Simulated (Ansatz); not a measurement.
The parent structure is CsBr in the zinc blende structure (space group F-43m, No. 216; a hypothetical phase, not in the database extracts checked).

```
CELL_PARAMETERS angstrom
      0.00000     4.09650     4.09650
      4.09650     0.00000     4.09650
      4.09650     4.09650     0.00000
ATOMIC_POSITIONS crystal
  Br 0.75000 0.75000 0.75000
  Cs 0.00000 0.00000 0.00000
```

Computed with Ansatz (a first-principles code), PBE, PAW, cutoff 420 eV, no SOC.

One change was made to it. Results:

```csv
quantity,base,after
band gap,3.97 eV,4.24 eV
lattice parameter a,8.193 Å,7.442 Å
```

Which of these changes matches the shifts?
A) Cs → Rb
B) Cs → La
C) Br → Cl
D) Cs → K

D, Cs → K. For comparison, the band gap in the other runs: Cs → La gives zero; Br → Cl gives 4.33 eV; Cs → Rb gives 4.05 eV.

Whether these cells are dynamically stable was not tested. As relaxed here, KBr, LaBr, CsCl and RbBr are hypothetical phases, not in the database extracts checked. The final runs are not spin-polarised. A zero or small gap of LaBr can be the functional's error rather than a property of the material.
